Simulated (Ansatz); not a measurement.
Consider HgTe in the zinc blende structure (space group F-43m, No. 216; a = 6.651 Å).

The values are results of PBE (Ansatz, a first-principles code; PAW; 420 eV plane waves; scalar-relativistic without spin-orbit coupling), not measurements.

Strains are applied to the cell and any free atomic positions relax.

One change was made to it. Results:

```json
[
 {"quantity": "energy relative to the base (free energy F)", "base": "0 meV/atom", "after": "+36 meV/atom"},
 {"quantity": "pressure", "base": "0.0 GPa", "after": "4.0 GPa"},
 {"quantity": "band gap", "base": "zero", "after": "zero"}
]
```

### Question
Which change produced these results?
A. isotropic strain +1.50 %
B. isotropic strain −2.00 %
C. isotropic strain +2.50 %
D. isotropic strain +3.00 %
E. isotropic strain −3.00 %

### Answer
E, isotropic strain −3.00 %. For comparison, the energy relative to the base in the other runs: isotropic strain −2.00 % gives +15 meV/atom; isotropic strain +2.50 % gives +20 meV/atom; isotropic strain +1.50 % gives +7.5 meV/atom; isotropic strain +3.00 % gives +28 meV/atom.

With Hg and Te present, leaving out spin-orbit coupling can change the band edges. Whether these cells are dynamically stable was not tested. The final runs are not spin-polarised. The zero or small gap of HgTe can change with the level of theory.
